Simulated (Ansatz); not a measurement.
The decay constant κ of evanescent states in the gap governs leakage through a thin film.

Input:

```xyz
2
Lattice="3.8493 0.0000 0.0000 -1.9246 3.3336 0.0000 1.9246 1.1112 3.1429" Properties=species:S:1:pos:R:3 pbc="T T T"
Si     1.9246     3.3336     2.3572
Si     0.0000     0.0000     0.0000
```

The cell is taken as given; by LDA it stands under a pressure of -2.1 GPa.

Transport runs along the normal of the first two printed cell vectors, the (111) plane of the conventional cell.

The gap is the functional's own. No spin-orbit coupling. Mid-gap values are those at the computed energy nearest the middle.

Question: Predict the band gap and the smallest decay constant κ at mid-gap from LDA in Ansatz (a program for electronic structure).

Answer: Gap 0.48 eV on a 12×12×12 mesh; κ = 0.071 1/Å, at the zone centre.
